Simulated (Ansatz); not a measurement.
Consider W-vacancy pair (W on one host Ru site, one Ru site vacant) in hcp Ru, neutral cell. Method: PBE, PAW (plane waves to 420 eV; Ansatz, an electronic-structure program).

Cell of 36 host sites held at the relaxed PBE lattice; a 2×2×2 k-point mesh shifted by half a step along c; Fermi-Dirac width 0.10 eV, spin-restricted; finite-size errors left in. Static, classical nuclei. Spin-orbit coupling is left out. Forms of the defect that were not tried may lie lower.

Barriers: single points on a 4×4×4 k-point mesh shifted by half a step along c at the bands' geometries (they differ from the bands' own by up to 0.23 eV, and are uncertain by about as much).

Relaxed starting cell (atoms counted from 1):

```yaml
crystal:
  lattice:
    - [8.16420, 0.00000, 0.00000]
    - [-4.08210, 7.07041, 0.00000]
    - [0.00000, 0.00000, 8.58609]
  atoms:
    - { symbol: W, position: [0.10896, 0.22069, 0.12469] }
    - { symbol: Ru, position: [0.10983, 0.22159, 0.62470] }
    - { symbol: Ru, position: [0.11369, 0.55924, 0.12471] }
    - { symbol: Ru, position: [0.10845, 0.55468, 0.62469] }
    - { symbol: Ru, position: [0.11095, 0.88782, 0.12470] }
    - { symbol: Ru, position: [0.10990, 0.88722, 0.62471] }
    - { symbol: Ru, position: [0.44548, 0.22420, 0.12471] }
    - { symbol: Ru, position: [0.44666, 0.22262, 0.62472] }
    - { symbol: Ru, position: [0.44560, 0.55485, 0.12471] }
    - { symbol: Ru, position: [0.44606, 0.55535, 0.62470] }
    - { symbol: Ru, position: [0.44283, 0.88631, 0.12469] }
    - { symbol: Ru, position: [0.44542, 0.88994, 0.62471] }
    - { symbol: Ru, position: [0.77833, 0.22318, 0.62473] }
    - { symbol: Ru, position: [0.77709, 0.55577, 0.12472] }
    - { symbol: Ru, position: [0.77820, 0.55407, 0.62472] }
    - { symbol: Ru, position: [0.77683, 0.88587, 0.12471] }
    - { symbol: Ru, position: [0.77805, 0.88744, 0.62468] }
    - { symbol: Ru, position: [0.22241, 0.11011, 0.37618] }
    - { symbol: Ru, position: [0.22239, 0.11012, 0.87324] }
    - { symbol: Ru, position: [0.22106, 0.44431, 0.37706] }
    - { symbol: Ru, position: [0.22105, 0.44429, 0.87235] }
    - { symbol: Ru, position: [0.22262, 0.77907, 0.37508] }
    - { symbol: Ru, position: [0.22262, 0.77905, 0.87433] }
    - { symbol: Ru, position: [0.55940, 0.11262, 0.37350] }
    - { symbol: Ru, position: [0.55939, 0.11259, 0.87591] }
    - { symbol: Ru, position: [0.55611, 0.44331, 0.37437] }
    - { symbol: Ru, position: [0.55616, 0.44334, 0.87502] }
    - { symbol: Ru, position: [0.55605, 0.77882, 0.37511] }
    - { symbol: Ru, position: [0.55603, 0.77883, 0.87433] }
    - { symbol: Ru, position: [0.88594, 0.11095, 0.37559] }
    - { symbol: Ru, position: [0.88597, 0.11092, 0.87381] }
    - { symbol: Ru, position: [0.88745, 0.43945, 0.37238] }
    - { symbol: Ru, position: [0.88741, 0.43947, 0.87700] }
    - { symbol: Ru, position: [0.89001, 0.77796, 0.37429] }
    - { symbol: Ru, position: [0.88999, 0.77792, 0.87512] }
```

End state 1 differs by these moves (Å; atoms that move under 0.08 Å are left out):

```tsv
atom	element	Δx	Δy	Δz
1	W	-2.69	0.00	0.00
```

Predict the forward and backward barriers to end state 1 from PBE, PAW.

forward 2.19 eV, backward 2.19 eV; at the saddle point atom 1 has neighbours Ru at 2.45, 2 Ru at 2.48, Ru at 2.62, 4 Ru at 2.86 Å. The saddle point's order was not checked, and it lies on a symmetry element of the cell, where a band can be held.
